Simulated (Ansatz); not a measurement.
Start from TiO$_{2}$ in the anatase structure (space group I4_1/amd, No. 141; a = 3.7697 Å, c = 9.5521 Å).

Calculations: plane-wave PAW DFT at the PBEsol level (Ansatz, an electronic-structure program, 420 eV), no spin-orbit coupling.

One change was made to it. Results:

| quantity | base | after |
|---|---|---|
| band gap | 2.11 eV | 2.11 eV |
| shortest interatomic distance | 1.928 Å | 1.927 Å |
| density | 3.91 g/cm³ | 3.91 g/cm³ |
| smallest direct gap | 2.44 eV | 2.45 eV |

Task: Name the change that was made.
A) pressure −2 GPa
B) pressure 0.3 GPa
C) pressure 5 GPa
D) pressure 10 GPa

Result: B, pressure 0.3 GPa. For comparison, the density in the other runs: pressure −2 GPa gives 3.86 g/cm³; pressure 5 GPa gives 4.01 g/cm³; pressure 10 GPa gives 4.12 g/cm³.

Load acts through the strain it causes; cell and atoms are relaxed under it. No phonon test of stability was made. Competing high-pressure phases were not computed. The base started in C2/c and relaxed to I4_1/amd at this level. All final runs are without spin polarisation.
